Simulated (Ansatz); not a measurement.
A computed series for TiSi2: response to strain

The reference is TiSi$_{2}$ (space group Fddd, No. 70; a = 4.780 Å, b = 8.232 Å, c = 8.522 Å). Axes: x, y, z lie along a, b, c of the conventional cell.

Strains are applied to the cell and any free atomic positions relax.

Calculations: DFT with r2SCAN, PAW potentials and a 500 eV plane-wave cutoff in Ansatz (a program for electronic structure), no spin-orbit coupling, earlier PAW set.

Candidates:
(a) strain tensor (xx, yy, zz, yz, xz, xy) = (+1.14, +0.24, −0.47, −1.09, +0.93, +0.52) %
(b) tensor shear ε_xz = +1.26 %
(c) isotropic strain −2.69 %
(d) isotropic strain +4.09 %

Notes on the quantities. energy relative to the base: free energy F.

Problem. Order them by energy relative to the base, lowest first.

Solution. (b) tensor shear ε_xz = +1.26 % (+3.1 meV/atom), (a) strain tensor (xx, yy, zz, yz, xz, xy) = (+1.14, +0.24, −0.47, −1.09, +0.93, +0.52) % (+5.8 meV/atom), (c) isotropic strain −2.69 % (+47 meV/atom), (d) isotropic strain +4.09 % (+86 meV/atom)

Without a gap, meshes like the base's 13×13×13 leave anisotropic stresses uncertain by several tenths of a GPa, and small strain energies with them. Whether these cells are dynamically stable was not tested. All final runs are without spin polarisation.
